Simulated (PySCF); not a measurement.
PySCF 2.14.0, R2SCAN/def2-tzvp, df: Zr(I)(H)3 ([ZrH3][I]), 5 atoms. The geometry is a generated start, not checked to be a minimum at this level.

| Item | Result |
|---|---|
| task | energy |
| method | r2scan |
| basis | def2-tzvp |
| two-electron scheme | density fitting |
| mol.max_memory | 3000 MB |
| mf.max_cycle | 100 |
| mf.init_guess | minao (default) |
| mf.DIIS | CDIIS (default) |
| mf.diis_space | 8 (default) |
| mf.conv_tol | 1e-09 (default) |
| mf.grids.level | 3 (default) |
| effective core potentials | those of the basis set, past Kr |
| basis functions | 108 |
| grid points | 73776 |

```xyz
5

Zr     0.2859    -0.0634     0.2094
I     -2.0191     0.4569    -1.4389
H      1.6428     0.6267    -0.8451
H     -0.1309     0.8868     1.7299
H      0.2213    -1.9070     0.3447
```

Charge 0 and multiplicity 1 are set for this test and not shown to be the ground state.

One run each on 2 threads, 1 BLAS thread. Values of level_shift (Hartree) tried: 0 (default), 0.1, 0.3, 1.

### Question
How does the count of Fock builds change with level_shift (Hartree), and where is it least?

### Answer
Fewest Fock builds, within one of each other: 0 (default) with 16, 0.1 with 16. The count rises to 62 at 1. All converge to one solution.

```csv
level_shift (Hartree),Fock builds,end
0 (default),16,same solution
0.1,16,same solution
0.3,22,same solution
1,62,same solution
```
